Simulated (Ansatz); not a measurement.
# What a tighter setting buys: kpoints.mp_grid.grid, ZnCu2SnSe4 (I-4, 8 atoms in the cell)

Cell: a = 6.9920 Å, b = 6.9920 Å, c = 6.9920 Å, α = 131.62°, β = 131.62°, γ = 70.82°.

Method of the run: PBE (plane waves, PAW; Ansatz, a program for electronic structure).

Base settings: kpoints.mp_grid.grid = 4 4 4; hamiltonian.xc = pbe; hamiltonian.pseudopotentials = {kind: paw} (the program's default PAW files); scf.occupations.method = methfessel_paxton; scf.occupations.width = 0.05 eV.

Misses are taken against the tightest run, 13 13 13, which need not be fully converged itself. The energy is the free energy per atom.

The count of work is k-points × plane waves × bands × iterations; it is no time, and leaves out set-up, grids and terms that scale otherwise. Core times come from one kind of shared machine and are given to one figure; runs under 30 s give none.

The starting cell comes from a database of computed structures (which also holds hypothetical and non-ambient phases and stackings), without a prior relaxation at this level. Its lattice was rescaled by a random factor within 2.5 % of one. Spin polarisation is off. Ansatz's pressure includes its estimate of the finite-basis (Pulay) stress. The run gives no clean gap (levels at the Fermi energy touch, overlap or are partly filled at this smearing), which alone does not show that the compound is a metal.

| kpoints.mp_grid.grid | energy less reference (meV/atom) | pressure less reference (GPa) | largest difference in the force on any atom (eV/Å) | count of work / reference | core time / reference (rough) |
|---|---|---|---|---|---|
| 1 1 1 | 277.44 | 4.23 | 0.737 | 0.013 | – |
| 2 2 2 | 28.15 | 0.54 | 0.062 | 0.015 | – |
| 3 3 3 | 4.96 | 0.12 | 0.008 | 0.016 | – |
| 4 4 4 | 1.10 | 0.04 | 0.004 | 0.042 | – |
| 5 5 5 | 0.29 | 0.02 | 0.003 | 0.070 | – |
| 6 6 6 | 0.10 | 0.01 | 0.002 | 0.12 | 0.1 |
| 7 7 7 | 0.04 | 0.00 | 0.001 | 0.17 | 0.2 |
| 8 8 8 | 0.02 | 0.00 | 0.001 | 0.26 | 0.3 |
| 9 9 9 | 0.01 | 0.00 | 0.000 | 0.35 | 0.4 |
| 11 11 11 | 0.00 | 0.00 | 0.000 | 0.62 | 0.9 |
| 13 13 13 | 0.00 | 0.00 | 0.000 | 1.0 | 1 |

Coarsest setting among those run that, with all tighter ones, holds the energy within 1 meV/atom of the reference: 5 5 5, off by 0.29 meV/atom; it needs 0.070 of the reference's count of work.

Smallest miss in the energy for at most 0.05 times the reference's count of work: 4 4 4, with a miss of 1.1 meV/atom at a count of 0.042.

The step from 1 1 1 to 5 5 5: it takes the miss in the energy from 280 to 0.29 meV/atom, for 5.4 times the count of work.

Keys are those of Ansatz 0.2.
